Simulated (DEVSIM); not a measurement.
Structure: illuminated Si p-on-n cell, one wavelength, with a back-surface field, at 250 K.

```csv
layer (left to right),material,thickness (μm),Nd (cm⁻³),Na (cm⁻³),τn (s),τp (s),absorption coefficient (cm⁻¹)
1,Si,0.120,-,2.7e18,5.1e-8,1.3e-8,130
2,Si,99.0,8.2e16,-,1.3e-7,1.3e-7,130
3,Si,0.630,6.7e18,-,1.3e-7,1.3e-7,130
```

Left contact: ohmic, minority electron recombination velocity 1000 cm/s. Right contact: ohmic, minority hole recombination velocity 7e6 cm/s. Voltage is applied to the left contact. Recombination: SRH at mid-gap, radiative, Auger. Light enters at the left, 6.5e16 photons cm⁻² s⁻¹, one pass, no reflection. Mobility is μmin + (μ − μmin)/(1 + (N/Nref)^α).

Constants are typed, rounded textbook-type inputs, not results; the design itself was drawn at random and stands for no fabricated device. Values at 300 K; Nc and Nv go as T^1.5, mobilities as T to minus their exponent, the gap by Varshni's rule with the affinity fixed.

| parameter | Si |
|---|---|
| gap (eV) | 1.124 |
| affinity (eV) | 4.05 |
| permittivity | 11.7 |
| Nc (cm⁻³) | 2.86e19 |
| Nv (cm⁻³) | 3.1e19 |
| μn (cm²/Vs) | 1417 |
| μp (cm²/Vs) | 470 |
| μn,min | 52 |
| μp,min | 45 |
| Nref,n | 9.7e16 |
| Nref,p | 2.2e17 |
| αn | 0.68 |
| αp | 0.72 |
| T exponent of μn | 2.3 |
| T exponent of μp | 2.2 |
| B (cm³/s) | 4.7e-15 |
| Cn (cm⁶/s) | 2.8e-31 |
| Cp (cm⁶/s) | 9.9e-32 |
| Varshni α (eV/K) | 0.000473 |
| Varshni β (K) | 636 |

Model (solved in DEVSIM): 1D drift-diffusion, Boltzmann statistics, complete ionisation; no tunnelling, impact ionisation, image-force lowering or self-heating.

The photon flux was swept, all else fixed.

```json
[
 {"photon flux (cm^-2 s^-1)": "2e15", "open-circuit voltage (V)": "0.557", "largest power (mW/cm²)": "0.0188", "fill factor": "0.78", "short-circuit current (mA/cm²)": "0.0430"},
 {"photon flux (cm^-2 s^-1)": "6.5e15", "open-circuit voltage (V)": "0.589", "largest power (mW/cm²)": "0.0663", "fill factor": "0.80", "short-circuit current (mA/cm²)": "0.140"},
 {"photon flux (cm^-2 s^-1)": "2e16", "open-circuit voltage (V)": "0.618", "largest power (mW/cm²)": "0.219", "fill factor": "0.82", "short-circuit current (mA/cm²)": "0.430"},
 {"photon flux (cm^-2 s^-1)": "6.5e16", "open-circuit voltage (V)": "0.646", "largest power (mW/cm²)": "0.755", "fill factor": "0.84", "short-circuit current (mA/cm²)": "1.40"},
 {"photon flux (cm^-2 s^-1)": "2e17", "open-circuit voltage (V)": "0.671", "largest power (mW/cm²)": "2.45", "fill factor": "0.85", "short-circuit current (mA/cm²)": "4.30"},
 {"photon flux (cm^-2 s^-1)": "6.5e17", "open-circuit voltage (V)": "0.698", "largest power (mW/cm²)": "8.34", "fill factor": "0.86", "short-circuit current (mA/cm²)": "14.0"},
 {"photon flux (cm^-2 s^-1)": "2e18", "open-circuit voltage (V)": "0.722", "largest power (mW/cm²)": "26.7", "fill factor": "0.86", "short-circuit current (mA/cm²)": "43.0"}
]
```

From the first row to the last the open-circuit voltage goes from 0.557 to 0.722. From the first row to the last the largest power goes from 0.0188 to 26.7.
